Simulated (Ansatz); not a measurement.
## Ansatz run on Ca (Fm-3m, 1 atom in the cell): self-consistent single point

Method: PBE (plane waves, PAW; Ansatz, an electronic-structure program).

This input was run:

Ansatz 0.2 input:
```yaml
crystal:
  lattice:
    - [0.000000, 2.852822, 2.852822]
    - [2.852822, 0.000000, 2.852822]
    - [2.852822, 2.852822, 0.000000]
  atoms:
    - { symbol: Ca, position: [0.000000, 0.000000, 0.000000] }
basis:
  ecutwfc: 420.0 eV
kpoints:
  mp_grid: { grid: [10, 10, 10] }
hamiltonian:
  xc: pbe
  pseudopotentials: { kind: paw }
scf:
  occupations: { method: gaussian, width: 0.272 eV }
output:
  forces: true
  eigenvalues: true
  stress: true
```

Output, abridged:

```
Pseudopotentials: kind: paw
Pseudopotential: Ca, paw, valence charge 10
Crystal: 1 atoms, lattice volume = 46.436 Å³
Basis set: ecut = 420 eV, 893 PW (Γ), exchange–correlation on 54×54×54 points (8 copies of the dense FFT grid, shifted against one another)
Bands: 9, of which v1, the nominal top of the filled ones, is band 5 counted from 1 (4 counted from 0)
Symmetry: 48 space group operations
Space group: Fm-3m (ITA 225), of the structure as read, at distance tolerance 3.6e-5 Å
k-points: 47 of 1000
Initial density: superposition of atomic densities (neutral atoms: chi_scale 0, normalization atom), corrected by the library's trained network
Initial wavefunctions: pseudopotential atomic-orbital guess
Eigensolver: davidson
Functional: x = pbe(κ = 0.804, μ = 0.2195149727645171), c = pbe(β = 0.06672455060314922)
SCF iter   1: F=—  HF=-1816.864555 eV  |F-HF|=—  |Δ(HF+E_count)|=         —  Δρ=7.56e-4  dr2=3.99e-4  ethr=1.77e-3  ⟨swp⟩=5.1  Hψ=3205  notcnv=0
all-band conjugate gradients solve this SCF's bands
preconditioner: auto → none
SCF iter   2: F=—  HF=-1816.864704 eV  |F-HF|=—  |Δ(HF+E_count)|=   1.49e-4  Δρ=4.74e-4  dr2=1.70e-4  ethr=3.99e-6  ⟨swp⟩=2.5  Hψ=1016  notcnv=0
SCF iter   3: F=—  HF=-1816.864736 eV  |F-HF|=—  |Δ(HF+E_count)|=   3.19e-5  Δρ=1.42e-4  dr2=1.70e-5  ethr=1.70e-6  ⟨swp⟩=1.0  Hψ=423  notcnv=0
SCF iter   4: F=—  HF=-1816.864726 eV  |F-HF|=—  |Δ(HF+E_count)|=   9.91e-6  Δρ=4.72e-5  dr2=1.10e-6  ethr=1.70e-7  ⟨swp⟩=2.5  Hψ=671  notcnv=0
SCF iter   5: F=—  HF=-1816.864727 eV  |F-HF|=—  |Δ(HF+E_count)|=   5.08e-7  Δρ=1.60e-5  dr2=2.55e-7  ethr=1.10e-8  ⟨swp⟩=2.2  Hψ=652  notcnv=0
SCF iter   6: F=-1816.864726 eV  HF=-1816.864726 eV  |F-HF|=1.87e-8  |Δ(HF+E_count)|=   1.00e-7  Δρ=5.22e-6  dr2=2.68e-8  ethr=1.00e-9  ⟨swp⟩=5.0  Hψ=2139  notcnv=0
SCF 1 converged in 6 iterations: F = -1816.864726 eV  dr2 = 2.68e-8
SCF converged after 6 iterations
Free energy (F): -1816.864726 eV
Harris-Foulkes:  -1816.864726 eV  (|F-HF|=1.87e-8)
Internal energy: -1816.819189 eV  (E = F + TS)
E sigma→0 (E₀):  -1816.841958 eV
Entropy (-TS):   -0.045538 eV (-45.538 meV/atom)
Fermi energy:    4.310550 eV
--- Per-component energies (eV) ---
  E_band       = -183.252454
  E_kinetic    = 274.620748
  E_local      = -877.318983  (includes V_loc(G=0)·N_el)
  E_nonlocal   = 63.529815
  E_hartree    = 294.592090
  E_xc         = -135.498217
  E_vxc        = -168.851911  (∫ρ·V_xc dr)
  E_paw        = -858.191290  (= ΣΔE_a)
  E_vpaw       = -64.411543  (= ΣTr[D̂ρ^β])
  E_aug_tail   = -0.000006  (compensation charges beyond the density's cutoff)
  E_ewald      = -578.553345
  E_smearing   = -0.045538  (= −TS)
  E_closure    = -0.000000  (closes the sum)
  Σ components = -1816.864726   (vs F -1816.864726, Δ=0.00e0)
--- Forces (eV/Å), atoms counted from 1 ---
  atom   1  Ca     0.00000000     0.00000000     0.00000000
  max |Σ_I F_I| component: 8.63e-32 eV/Å
--- Stress (GPa, compression-positive) ---
       -1.412692       0.000000       0.000000
        0.000000      -1.412692      -0.000000
       -0.000000       0.000000      -1.412692
  P = ⅓ Tr σ = -1.4127 GPa (-14.127 kbar)
  The stress holds the Pulay correction. Without it, at fixed plane waves, as pw.x and ABINIT print it: P = -1.4189 GPa
--- Band table (eV; the first three rows and the last of 47) ---
  k-point 0: bands = ["-37.9387", "-18.8640", "-18.8640", "-18.8640", "0.4561", "6.5138", "6.5138", "6.5138", "7.4664"]
  k-point 1: bands = ["-37.9379", "-18.8732", "-18.8653", "-18.8653", "0.6135", "6.3512", "6.5695", "6.5695", "7.4211"]
  k-point 2: bands = ["-37.9357", "-18.8974", "-18.8687", "-18.8687", "1.0725", "5.9359", "6.6489", "6.6489", "7.4021"]
  k-point 46: bands = ["-37.9274", "-18.9356", "-18.9186", "-18.9002", "4.4748", "4.9394", "4.9932", "6.7964", "8.2363"]
```

The run converged in 6 iterations.

The starting cell comes from a database of computed structures (which also holds hypothetical and non-ambient phases and stackings), without a prior relaxation at this level. Its lattice was rescaled by a random factor within 2.5 % of one. Ansatz's pressure includes its estimate of the finite-basis (Pulay) stress.
